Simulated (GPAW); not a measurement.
# GPAW run on Li2Pd (P6/mmm, 3 atoms in the cell): self-consistent single point

Computed with PBEsol, GPAW PAW datasets PBEsol (made by gpaw-setup) (plane waves; GPAW 25.7.0).

This input was run:

```python
from ase import Atoms
from ase.units import GPa
from gpaw import GPAW, PW, FermiDirac

atoms = Atoms(['Li', 'Li', 'Pd'],
              cell=[[4.205120, 0.000000, 0.000000],
                    [-2.102560, 3.641741, 0.000000],
                    [0.000000, 0.000000, 2.679860]],
              scaled_positions=[[0.333333, 0.666667, 0.500000],
                                [0.666667, 0.333333, 0.500000],
                                [0.000000, 0.000000, 0.000000]],
              pbc=True)

calc = GPAW(mode=PW(550),
            xc='PBEsol',
            kpts={'size': (9, 9, 12), 'gamma': True},
            occupations=FermiDirac(0.1),
            nbands=-11,
            convergence={'density': 1e-05},
            symmetry={'symmorphic': False, 'tolerance': 0.0005},
            maxiter=120,
            txt='-')

atoms.calc = calc

energy = atoms.get_potential_energy()
print('Energy (eV):', round(energy, 6))
forces = atoms.get_forces()
print('Forces (eV/Ang):')
print(forces.round(5))
stress = atoms.get_stress()
print('Stress (GPa, Voigt):', (stress / GPa).round(4))
```

The program printed (abridged):

```
Input parameters:
  convergence: {density: 1e-05}
  kpts: {gamma: True,
         size: (9, 9, 12)}
  maxiter: 120
  mode: {ecut: 550.0,
         name: pw}
  nbands: -11
  occupations: {fixmagmom: False,
                name: fermi-dirac,
                width: 0.1}
  symmetry: {symmorphic: False,
             tolerance: 0.0005}
  xc: PBEsol

species:
  Li:
    name: Lithium
    Z: 3.0
    valence: 1
    core: 2
    charge: 0.0
    file: Li.PBEsol.gz

    # Using partial waves for Li as LCAO basis

  Pd:
    name: Palladium
    Z: 46.0
    valence: 16
    core: 30
    charge: 0.0
    file: Pd.PBEsol.gz

    # Using partial waves for Pd as LCAO basis

Reference energy: -137562.671932  # eV

Spin-paired calculation

Convergence criteria:
 Maximum [total energy] change in last 3 cyles: 0.0005 eV / valence electron
 Maximum integral of absolute [dens]ity change: 1e-05 electrons / valence electron
 Maximum integral of absolute [eigenst]ate change: 4e-08 eV^2 / valence electron
 Maximum number of scf [iter]ations: 120

Symmetries present (total): 24
Symmetries with fractional translations: 0
972 k-points: 9 x 9 x 12 Monkhorst-Pack grid + [0.000000,0.000000,1/24]
84 k-points in the irreducible part of the Brillouin zone
       k-points in crystal coordinates                weights
   0:     0.00000000    0.00000000   -0.00000000          1/972
   1:     0.00000000    0.00000000    0.08333333          2/972
   2:     0.00000000    0.00000000    0.16666667          2/972
   [... 7 lines left out ...]
          ...
  83:     0.44444444    0.44444444    0.50000000          6/972

Wave functions: Plane wave expansion
  Cutoff energy: 550.000 eV
  Number of coefficients (min, max): 1174, 1230
  Pulay-stress correction: 0.000000 eV/Ang^3 (de/decut=0.000000)

Occupation numbers: Fermi-Dirac:
  width: 0.1000  # eV

Eigensolver

Densities:
  Coarse grid: 24*24*15 grid
  Fine grid: 48*48*30 grid
  Total Charge: 0.000000

Density mixing:
  Method: separate
  Backend: pulay
  Linear mixing parameter: 0.05
  old densities: 5
  Damping of long wavelength oscillations: 50

Hamiltonian:
  XC and Coulomb potentials evaluated on a 48*48*30 grid
  External potential:
    NoExternalPotential

XC parameters: PBEsol with 2 nearest neighbor stencil

Number of atoms: 3
Number of atomic orbitals: 20
Number of bands in calculation: 20
Number of valence electrons: 18
Bands to converge: occupied

Density initialized from atomic densities
  20 bands from LCAO basis set

Atomic positions and initial magnetic moments

Positions:
   0 Li    -0.000002    2.427829    1.339930    ( 0.0000,  0.0000,  0.0000)
   1 Li     2.102562    1.213912    1.339930    ( 0.0000,  0.0000,  0.0000)
   2 Pd     0.000000    0.000000    0.000000    ( 0.0000,  0.0000,  0.0000)

Unit cell:
           periodic     x           y           z      points  spacing
  1. axis:    yes    4.205120    0.000000    0.000000    24     0.1517
  2. axis:    yes   -2.102560    3.641741    0.000000    24     0.1517
  3. axis:    yes    0.000000    0.000000    2.679860    15     0.1787

  Lengths:   4.205120   4.205120   2.679860
  Angles:   90.000000  90.000000 119.999998

Effective grid spacing dv^(1/3) = 0.1681

     iter     time        total  log10-change:
                         energy   eigst   dens
iter:   1 --:--:--   -15.114533
iter:   2 --:--:--   -11.773472   -1.46  -0.73
iter:   3 --:--:--    -9.554011   -0.74  -0.91
iter:   4 --:--:--    -9.560897   -1.77  -1.54
iter:   5 --:--:--    -9.674355   -1.94  -1.65
iter:   6 --:--:--    -9.526786   -2.13  -1.73
iter:   7 --:--:--    -9.559513   -2.98  -2.15
iter:   8 --:--:--    -9.515872   -2.72  -1.92
iter:   9 --:--:--    -9.512534   -3.24  -2.44
iter:  10 --:--:--    -9.512424c  -4.08  -3.04
iter:  11 --:--:--    -9.514294c  -3.56  -3.17
iter:  12 --:--:--    -9.512534c  -3.96  -2.63
iter:  13 --:--:--    -9.512507c  -5.23  -3.42
iter:  14 --:--:--    -9.512507c  -6.28  -3.48
iter:  15 --:--:--    -9.512530c  -5.81  -3.56
iter:  16 --:--:--    -9.512515c  -6.44  -3.56
iter:  17 --:--:--    -9.512513c  -6.76  -3.69
iter:  18 --:--:--    -9.512517c  -7.12  -3.80
iter:  19 --:--:--    -9.512510c  -6.93  -3.85
iter:  20 --:--:--    -9.512508c  -7.90c -4.25
iter:  21 --:--:--    -9.512506c  -7.93c -4.33
iter:  22 --:--:--    -9.512505c  -8.38c -4.44
iter:  23 --:--:--    -9.512504c  -8.15c -4.53
iter:  24 --:--:--    -9.512503c  -8.53c -4.73
iter:  25 --:--:--    -9.512503c  -8.25c -4.77
iter:  26 --:--:--    -9.512503c  -9.10c -4.83
iter:  27 --:--:--    -9.512503c  -8.67c -4.88
iter:  28 --:--:--    -9.512503c  -9.02c -5.16c

Converged after 28 iterations.

Dipole moment: (-0.000000, 0.000000, -0.000000) |e|*Ang

Energy contributions relative to reference atoms: (reference = -137562.671932)

Kinetic:         -0.015917
Potential:       -3.233941
External:        +0.000000
XC:              -6.085939
Entropy (-ST):   -0.029430
Local:           -0.161991
SIC:             +0.000000
--------------------------
Free energy:     -9.527218
Extrapolated:    -9.512503

Showing only first 2 kpts
 Kpt  Band  Eigenvalues  Occupancy
  0     7      3.19016    1.99996
  0     8      3.19017    1.99996
  0     9      8.37520    0.00000
  0    10      8.37522    0.00000

  1     7      2.96642    2.00000
  1     8      2.96643    2.00000
  1     9      8.71614    0.00000
  1    10      8.71616    0.00000

Fermi level: 4.27127

No gap
No difference between direct/indirect transitions
Energy (eV): -9.512503

Forces in eV/Ang:
  0 Li    0.00000    0.00000    0.00000
  1 Li   -0.00000   -0.00000    0.00000
  2 Pd   -0.00000    0.00000    0.00000

Stress tensor:
    -0.000461     0.000000     0.000000
     0.000000    -0.000461     0.000000
     0.000000     0.000000     0.004305
Stress (GPa, Voigt): [-0.0739 -0.0739  0.6898  0.      0.      0.    ]
```

The run converged in 28 iterations. GPAW prints stress with tension positive.

The starting cell comes from a database of computed structures (which also holds hypothetical and non-ambient phases and stackings), without a prior relaxation at this level. Spin polarisation is off.

Cost on one core of a shared machine: roughly 40 s.
